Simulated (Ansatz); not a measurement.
A free linear chain of I atoms, relaxed period 5.873 Å, atoms relaxed at each strain.

| strain | energy (meV a period) | axial force (nN) |
|---|---|---|
| -0.015 | +11.0 | -0.41 |
| +0.015 | +8.5 | +0.31 |

All values below come from PBE (plane waves to 420 eV, PAW; Ansatz, a first-principles code). Mesh 1×1×52. No spin polarisation, so a magnetic state wasn't tested. Periodic along z alone, with about 11 Å of vacuum beside it. A hypothetical model. Only distortions within the start's symmetry and period were free. Pairing along the axis, which can open a gap, is among the distortions not tried. Values not marked SOC lack spin–orbit coupling. Buckling under compression is shut out by symmetry and the short period. Energies are free energies at a Fermi–Dirac width of 0.02 eV, from the unstrained cell.

Task: Work out the axial stiffness dF/dε in two ways.

Result: From the forces: (+0.31 − (-0.41))/0.030 = 24.0 nN. From the energies: (E₊ + E₋)/(ε² c) = 0.0195 eV/(0.015² × 5.873 Å) = 14.76 eV/Å = 23.6 nN. The two agree to within 2 %.
